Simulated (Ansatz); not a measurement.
Consider In-vacancy pair (In on one host Al site, one Al site vacant) in zinc-blende AlP, charge state -3. Method: PBE, PAW (plane waves to 420 eV; Ansatz, a quantum-chemistry and plane-wave program).

64-site cell at the relaxed PBE lattice, a 2×2×2 k-point mesh shifted by half a step, smearing 0.01 eV, spin-restricted, no finite-size correction. Static, classical nuclei. The charge state is imposed; whether it is stable for some Fermi level was not computed. Forms of the defect that were not tried may lie lower.

Barriers: single points on a 3×3×3 k-point mesh shifted by half a step at the bands' geometries.

The step: the In atom itself jumps into the vacancy (In-vacancy distance between ideal sites 3.90 Å throughout); the atom moves 3.59 Å along (0.00, 0.46, 0.46) of the unit cell; the moving atom starts with neighbours P at 2.49, 3 P at 2.57 Å and ends with P at 2.49, 3 P at 2.57 Å.

Problem. Estimate the migration barrier of this step that PBE, PAW returns for this input.

Solution. 1.38 eV, the same both ways. At the saddle the moving atom has neighbours P at 2.41, 4 P at 2.79 Å. The saddle point's order was not checked, and it lies on a symmetry element of the cell, where a band can be held.
